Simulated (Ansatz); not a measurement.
Fermi-surface data of PdAl (P2_13)

Consider the following.

```yaml
crystal:
  lattice:
    - [4.85086, 0.00000, 0.00000]
    - [0.00000, 4.85086, 0.00000]
    - [0.00000, 0.00000, 4.85086]
  atoms:
    - { symbol: Al, position: [0.84437, 0.84437, 0.84437] }
    - { symbol: Al, position: [0.65563, 0.15563, 0.34437] }
    - { symbol: Al, position: [0.34437, 0.65563, 0.15563] }
    - { symbol: Al, position: [0.15563, 0.34437, 0.65563] }
    - { symbol: Pd, position: [0.14764, 0.14764, 0.14764] }
    - { symbol: Pd, position: [0.35236, 0.85236, 0.64764] }
    - { symbol: Pd, position: [0.64764, 0.35236, 0.85236] }
    - { symbol: Pd, position: [0.85236, 0.64764, 0.35236] }
```

Calculation: PBEsol, rigid bands (plane waves, PAW, scalar-relativistic; Ansatz, an electronic-structure program). How the cell was made: cell and atoms relaxed with PBEsol.

```json
{
 "density of states at the Fermi level": "2.03 states/(eV·cell), both spins",
 "bare Sommerfeld coefficient": "0.60 mJ/(mol of atoms·K²)",
 "drude_plasma_energy": "4.0 eV",
 "root-mean-square Fermi velocity": "5.9e5 m/s",
 "resistivity times τ": "30 ×10⁻²² Ω·m·s"
}
```

A metal at this level (no band gap); rigid bands, thermally averaged at 300 K, both spins. Spin-orbit coupling is left out. τ is one relaxation time for all states.
